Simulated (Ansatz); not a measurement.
Response to strain in Al2O3

The parent structure is Al$_{2}$O$_{3}$ in the corundum structure (space group R-3c, No. 167; a = 4.729 Å, c = 12.892 Å (hexagonal axes)).

Strains are applied to the cell and any free atomic positions relax.

The values are results of plane-wave PAW DFT at the LDA level (Ansatz, a program for electronic structure, 420 eV), spin-orbit coupling left out, not measurements.

```json
[
 {"isotropic strain (%)": "-3", "band gap (eV)": "7.62"},
 {"isotropic strain (%)": "-2.25", "band gap (eV)": "7.31"},
 {"isotropic strain (%)": "-1.5", "band gap (eV)": "7.01"},
 {"isotropic strain (%)": "-0.75", "band gap (eV)": "?"},
 {"isotropic strain (%)": "0", "band gap (eV)": "6.43"}
]
```

Fit E_g = E₀ + Dε (ε in %) to the rows shown and predict the withheld row.

Least squares on the printed values gives E₀ = 6.42 eV, D = -396 meV per % of strain (largest residual 0.01 eV); this predicts 6.72 eV, and the run gives 6.72 eV, in agreement.

Whether these cells are dynamically stable was not tested.
